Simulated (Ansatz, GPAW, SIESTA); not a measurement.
## One structure in several programs: Nb3Au (Pm-3n, 8 atoms in the cell)

Self-consistent single point.

```xyz
8
Lattice="5.2934 0.0000 0.0000 0.0000 5.2934 0.0000 0.0000 0.0000 5.2934" Properties=species:S:1:pos:R:3 pbc="T T T"
Nb     2.6467     1.3234     0.0000
Nb     2.6467     3.9701     0.0000
Nb     1.3234     0.0000     2.6467
Nb     3.9701     0.0000     2.6467
Nb     0.0000     2.6467     1.3234
Nb     0.0000     2.6467     3.9701
Au     2.6467     2.6467     2.6467
Au     0.0000     0.0000     0.0000
```

Shared settings, as Ansatz (an electronic-structure program) writes them: kpoints.mp_grid.grid = 5 5 5; scf.occupations.method = fermi_dirac; scf.occupations.width = 0.05 eV. Potentials and cutoffs stand in the table.

```tsv
code	model	pressure (GPa)	cutoff
SIESTA	LDA PW92, numerical atomic orbitals DZP, PseudoDojo LDA standard norm-conserving potentials (rewritten from UPF to PSML)	-16.48	grid 400 Ry
Ansatz	LDA (PW92), PAW files made with PBE	-15.11	420 eV
GPAW	LDA (Perdew-Wang 92), GPAW PAW datasets LDA (gpaw-data 1.0.1)	-15.39	600 eV
```

On Ansatz's run: spin-orbit coupling is off. Spin polarisation is off.

The spread over the programs that give each value: pressure within 1.37 GPa.

SIESTA uses small atom-centred bases, whose incompleteness enters pressures, forces and empty levels differently from a plane-wave cutoff. Ansatz's pressure is given at a fixed set of plane waves, as the other plane-wave codes print theirs. In the pressure, SIESTA (by 1.23) lies more than 1 GPa from the median of the plane-wave programs.

The starting cell comes from a database of computed structures (which also holds hypothetical and non-ambient phases and stackings), without a prior relaxation at this level. Its lattice was rescaled by a random factor within 2.5 % of one.

Left out of this page: Elk (not drawn, or without a comparable value).

Keys are those of Ansatz 0.2.
